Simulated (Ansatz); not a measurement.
The starting structures come from a database of crystals and need not be the phases stable at ambient conditions.

Tunnelling through a barrier is set by its complex band structure: the current falls as exp(−2κd) with the smallest κ.

Given:

```xyz
10
Lattice="6.3121 0.0000 0.0492 -3.1560 6.0677 -0.0246 2.1437 0.0000 6.4825" Properties=species:S:1:pos:R:3 pbc="T T T"
Sn     0.0000     4.0588     0.0000
Sn     3.1560     2.0089     0.0246
P      2.1268     0.0000     5.3610
P      6.3290     0.0000     1.1707
S      6.4359     0.0000     4.8965
S      2.0199     0.0000     1.6352
S      3.0311     1.7004     4.7217
S      2.2687     4.3672     1.7854
S      5.4247     1.7004     1.8100
S     -0.1250     4.3672     4.6971
```

Space group of this cell: C2/m. The cell was relaxed by PBE-D3(BJ).

Transport runs along the normal of the first two printed cell vectors.

No gap correction and no spin-orbit coupling; mid-gap values are interpolated between computed energies.

State the band gap and the smallest decay constant κ at mid-gap according to Ansatz (a first-principles code) with PBEsol.

Gap 0.78 eV on a 6×6×6 mesh; κ = 0.192 1/Å, at the zone centre.
